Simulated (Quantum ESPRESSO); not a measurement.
Quick settings and what they miss: SrMnPF (P4/nmm, 8 atoms in the cell)

Self-consistent single point.

```yaml
crystal:
  lattice:
    - [4.24009, 0.00000, 0.00000]
    - [0.00000, 4.24009, 0.00000]
    - [0.00000, 0.00000, 9.25921]
  atoms:
    - { symbol: Sr, position: [0.00000, 0.50000, 0.84750] }
    - { symbol: Sr, position: [0.50000, 0.00000, 0.15250] }
    - { symbol: Mn, position: [0.50000, 0.50000, 0.50000], spin: 4.0 }
    - { symbol: Mn, position: [0.00000, 0.00000, 0.50000], spin: 4.0 }
    - { symbol: P, position: [0.00000, 0.50000, 0.33457] }
    - { symbol: P, position: [0.50000, 0.00000, 0.66543] }
    - { symbol: F, position: [0.50000, 0.50000, 0.00000] }
    - { symbol: F, position: [0.00000, 0.00000, 0.00000] }
```
(The spins are starting values, not results.)

Level of theory: PBEsol, GBRV 1.5 ultrasoft (PBESOL) pseudopotentials (plane waves; Quantum ESPRESSO 7.5).

Base settings: ecutwfc = 50 Ry; ecutrho = 400 Ry; occupations = smearing; smearing = mp; degauss = 0.019992 Ry; nspin = 2; K_POINTS = automatic 5 5 3 0 0 0; conv_thr = 1e-10 Ry; mixing_beta = 0.3.

Tight run (finer mesh or higher cutoff; not a proven limit): ecutwfc: 50 Ry → 70 Ry; ecutrho: 400 Ry → 560 Ry; conv_thr: 1e-10 Ry → 7.3e-11 Ry; K_POINTS: automatic 5 5 3 0 0 0 → automatic 7 7 5 0 0 0. It gave Fermi level (on the code's own zero) 7.95 eV; pressure -9.19 GPa; largest force (vector length) 1.293 eV/Å; size of the cell's spin moment 8.60 μB; site moments (μB, in the program's spheres or projections) Sr 0.01, Sr 0.01, Mn 3.86, Mn 3.86, P 0.00, P 0.00, F 0.00, F 0.00.

Quick runs, as changes from the base:
- A: the base itself
- B: ecutwfc: 50 Ry → 25 Ry; ecutrho: 400 Ry → 200 Ry; conv_thr: 1e-10 Ry → 7.3e-05 Ry; K_POINTS: automatic 5 5 3 0 0 0 → automatic 2 2 2 1 1 1

Energies are extrapolated to zero smearing width, which holds to low order in the width alone (under cold and Methfessel-Paxton smearing the free energy itself is taken).

The count of work is k-points × plane waves × bands × iterations; it is no time. Core times come from one kind of shared machine and are given to one figure; runs under 30 s give none.

The starting cell comes from a database of computed structures (which also holds hypothetical and non-ambient phases and stackings), without a prior relaxation at this level. Its lattice was rescaled by a random factor within 2.5 % of one. The magnetic order is the one reached from the typed start; others were not searched systematically. In the base run, with a pressure of about -9 GPa the cell is away from its equilibrium volume at this level. In the base run, forces exceed 1 eV/Å.

| run | energy less tight (meV/atom) | largest miss in a force vector (eV/Å) | size of the net moment less tight (μB/atom) | count of work / tight | core time / tight (rough) |
|---|---|---|---|---|---|
| A | 0.9 | 0.082 | 0.03 | 0.23 | 0.3 |
| B | 875.4 | 0.487 | 0.14 | 0.0042 | 0.04 |

Among the runs at the tight run's level, the energy misses run from 0.9 to 875.4 meV/atom.

Left out of this page: 4 runs of the series outside the window shown, repeating another row's setting, or not comparable.
